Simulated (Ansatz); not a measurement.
Formation energy of the bound charge states of Cr_Mg in rock-salt MgO (start: the Mg site; 64-site cell, 2×2×2 shifted sampling) against the Fermi level, O-rich (Δμ(Mg) = -5.37 eV, Δμ(Cr) = -5.71 eV, bounded by CrO2 (P4_2/mnm); only phases computed here count, gases as isolated molecules at 0 K). Computed with PBE, PAW (plane waves to 420 eV; Ansatz, a quantum-chemistry and plane-wave program).

Set-up: 64-site cell; 2×2×2 shifted k-points; host gap 4.46 eV; charged states image-corrected; no Hubbard U; corrections pass 1 eV, so highly charged states may be off by several tenths.

Left out: charge −1 (level within 0.1 eV of a band edge or past it).

| E_F − E_VBM (eV) | q = +2 | q = +1 | q = 0 |
|---|---|---|---|
| 0.00 | -0.09 | 0.25 | 3.91 |
| 0.56 | 1.02 | 0.81 | 3.91 |
| 1.12 | 2.14 | 1.36 | 3.91 |
| 1.67 | 3.26 | 1.92 | 3.91 |
| 2.23 | 4.37 | 2.48 | 3.91 |
| 2.79 | 5.49 | 3.04 | 3.91 |
| 3.35 | 6.60 | 3.60 | 3.91 |
| 3.90 | 7.72 | 4.15 | 3.91 |
| 4.46 | 8.83 | 4.71 | 3.91 |

Crossings of the lowest lines: (+2/+1) at 0.34 eV; (+1/0) at 3.66 eV.
